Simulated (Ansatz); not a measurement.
An Ansatz (a first-principles code) run: Mg3Sb2 with a change (biaxial strain +1.57 %, plane normal [001], relaxed out of plane); Ansatz, PBEsol, PAW, cutoff 420 eV, spin-orbit coupling left out.

Input:

Ansatz 0.2 input:
```yaml
crystal:
  lattice:
    - [4.6222639412, 0, 0]
    - [2.3111319706, 4.0029979961, 0]
    - [0, 0, 7.1241972973]
  atoms:
    - { symbol: Sb, position: [0.3333333333, 0.3333333333, 0.2241628026] }
    - { symbol: Sb, position: [0.6666666667, 0.6666666667, 0.7758371974] }
    - { symbol: Mg, position: [0, 0, 0] }
    - { symbol: Mg, position: [0.3333333333, 0.3333333333, 0.632609706] }
    - { symbol: Mg, position: [0.6666666667, 0.6666666667, 0.367390294] }
basis: { ecutwfc: 420, ecutrho_ratio: 4, xc_grid: 2, fft_grid_basis: typed }
kpoints: { mp_grid: { grid: [12, 12, 7] } }
hamiltonian:
  xc: pbesol
  dispersion: none
  pseudopotentials: { kind: paw }
scf: { occupations: { method: fermi_dirac, width: 0.05 } }
relax: { f_tol: 0.005, max_steps: 50, cell: { stress_tol: 0.01, fix: [a, b, gamma] } }
output: { forces: true, stress: true }
checkpoint: { write: state.ck, write_every: 1000 }
```

Output (explanatory and most iteration lines left out):

```
Relaxation: its limit of steps is 50 (relax.max_steps)
Pseudopotential: Sb, paw, valence charge 15
Pseudopotential: Mg, paw, valence charge 10
Crystal: 5 atoms, lattice volume = 131.818 Å³
Basis set: ecut = 420 eV, 2597 PW (Γ), exchange–correlation on 64×64×96 points (8 copies of the dense FFT grid, shifted against one another)
Bands: 36, of which v1, the nominal top of the filled ones, is band 30 counted from 1 (29 counted from 0)
Symmetry: 12 space group operations
Space group: P-3m1 (ITA 164), of the structure as read, at distance tolerance 5.1e-5 Å
k-points: 112 of 1008
Functional: x = pbesol(κ = 0.804, μ = 0.12345679012345678), c = pbesol(β = 0.046)
SCF iter   1: F=—  HF=-18554.219607 eV  |F-HF|=—  |Δ(HF+E_count)|=         —  Δρ=3.18e-3  dr2=1.24e-2  ethr=1.77e-3  ⟨swp⟩=8.3  Hψ=18942  notcnv=0  defer=4
SCF iter   2: F=—  HF=-18554.216344 eV  |F-HF|=—  |Δ(HF+E_count)|=   3.26e-3  Δρ=1.84e-3  dr2=6.03e-3  ethr=2.06e-5  ⟨swp⟩=2.2  Hψ=7207  notcnv=0  defer=10
SCF 1 converged in 8 iterations: F = -18554.215390 eV  dr2 = 8.60e-8
relax step   1: F+E_penalty+E_count = -18554.21539011 eV  Δ(F+E_penalty+E_count) = +0.000e0 eV  max|allowed force component| = 7.382e-2 eV/Å  Δτ_max = 0.0000 Å  P = -1.060 GPa  Ω = 131.818 Å³  fix = [a, b, gamma]  reactions: a -1.586, b -1.586 GPa  (8 SCF iters, dr2 threshold 1.00e-7 eV, accepted)
[... steps on the carried basis left out ...]
relax step   4: F+E_penalty+E_count = -18554.21693938 eV  Δ(F+E_penalty+E_count) = -1.293e-5 eV  max|allowed force component| = 7.345e-5 eV/Å  Δτ_max = 0.0015 Å  P = -0.978 GPa  Ω = 131.589 Å³  energy of the carried Pulay correction = +2.246e-5 eV  fix = [a, b, gamma]  reactions: a -1.466, b -1.466 GPa  (5 SCF iters, dr2 threshold 4.14e-9 eV, accepted)
Crystal: 5 atoms, lattice volume = 131.589 Å³
SCF iter   1: F=—  HF=-18554.216931 eV  |F-HF|=—  |Δ(HF+E_count)|=         —  Δρ=2.78e-6  dr2=6.00e-9  ethr=2.21e-7  ⟨swp⟩=3.2  Hψ=28981  notcnv=0
SCF iter   2: F=—  HF=-18554.216918 eV  |F-HF|=—  |Δ(HF+E_count)|=   1.37e-5  Δρ=1.14e-6  dr2=1.30e-9  ethr=1.00e-11  ⟨swp⟩=3.8  Hψ=10036  notcnv=0
SCF 5 converged in 7 iterations: F = -18554.216918 eV  dr2 = 8.81e-13
SCF converged after 7 iterations
Free energy (F): -18554.216918 eV
Internal energy: -18554.215433 eV  (E = F + TS)
E sigma→0 (E₀):  -18554.216175 eV
Entropy (-TS):   -0.001484 eV (-0.297 meV/atom)
Fermi energy:    7.288089 eV
--- Forces (eV/Å), atoms counted from 1 ---
  atom   1  Sb     0.00000000    -0.00000000     0.00000025
  atom   2  Sb     0.00000000     0.00000000    -0.00000025
  atom   3  Mg     0.00000000     0.00000000     0.00000000
  atom   4  Mg    -0.00000000     0.00000000    -0.00007240
  atom   5  Mg     0.00000000    -0.00000000     0.00007240
--- Stress (GPa, compression-positive) ---
       -1.466303      -0.000000       0.000000
       -0.000000      -1.466303      -0.000000
        0.000000       0.000000      -0.000367
  P = ⅓ Tr σ = -0.9777 GPa (-9.777 kbar)
--- Relaxed structure (4 steps of the walk, 4 accepted, 1 SCFs on fresh bases) ---
  cell:  # Å, volume = 131.5892 Å³
    - [4.622263941213867, 1.2129618355360606e-95, -1.0303623170524779e-18]
    - [2.3111319706069335, 4.0029979960879905, -7.727717377893594e-19]
    - [-1.5880755681072847e-18, -4.5843792837010615e-19, 7.11180957199972]
  atoms:
    - { symbol: Sb, position: [0.33333333333333337, 0.3333333333333333, 0.2245481124812791] }
    - { symbol: Sb, position: [0.6666666666666667, 0.6666666666666666, 0.7754518875187209] }
    - { symbol: Mg, position: [4.7925394322175134e-35, -4.184758068449936e-36, -9.73989575855374e-20] }
    - { symbol: Mg, position: [0.33333333333333337, 0.3333333333333333, 0.6355106597493556] }
    - { symbol: Mg, position: [0.6666666666666667, 0.6666666666666666, 0.36448934025064444] }
```

Spin-orbit coupling, missing from the scalar runs, can matter with Sb. Stability against distortions was not tested. All final runs are without spin polarisation. The cell was made from Mg3Sb2 (space group P-3m1, No. 164) by this change: biaxial strain +1.57 %, plane normal [001], relaxed out of plane.
